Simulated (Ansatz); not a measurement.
Start from WS2 in the 2H-MoS2 type structure (space group P6_3/mmc, No. 194; a = 3.115 Å, c = 11.773 Å; layered, stacked along the Cartesian z axis).

One thing is altered: hydrostatic tension (pressure −1 GPa).

Levels (all Ansatz, a quantum-chemistry and plane-wave program, PAW): PBEsol-D3(BJ) (420 eV, spin-orbit coupling left out); r2SCAN (500 eV, no spin-orbit coupling); HSE06 (420 eV, without spin-orbit coupling).

One geometry, relaxed with PBEsol-D3(BJ), under each level:

```json
[
 {"level": "PBEsol-D3(BJ)", "band gap": "0.72 eV", "lowest conduction level above the VBM at special points": "K 1.26 eV; H 1.26 eV; A 2.22 eV; Γ 2.24 eV"},
 {"level": "r2SCAN", "band gap": "0.88 eV", "lowest conduction level above the VBM at special points": "K 1.37 eV; H 1.37 eV; A 2.37 eV; Γ 2.36 eV"},
 {"level": "HSE06", "band gap": "___", "lowest conduction level above the VBM at special points": "___"}
]
```

**Question.** Give the withheld HSE06 results.

**Answer.** 
- HSE06, band gap: 1.27 eV
- HSE06, lowest conduction level above the VBM at special points: K 1.75 eV; H 1.75 eV; A 2.90 eV; Γ 2.87 eV

Single points use the geometry relaxed with PBEsol-D3(BJ). Their cutoffs differ, which shifts pressures a little. The hybrid gap comes from the SCF mesh plus the semilocal run's edge points and a few special points and is an upper bound. Spin-orbit coupling, missing from the scalar runs, can matter with W. Load acts through the strain it causes; cell and atoms are relaxed under it. No phonon test of stability was made.
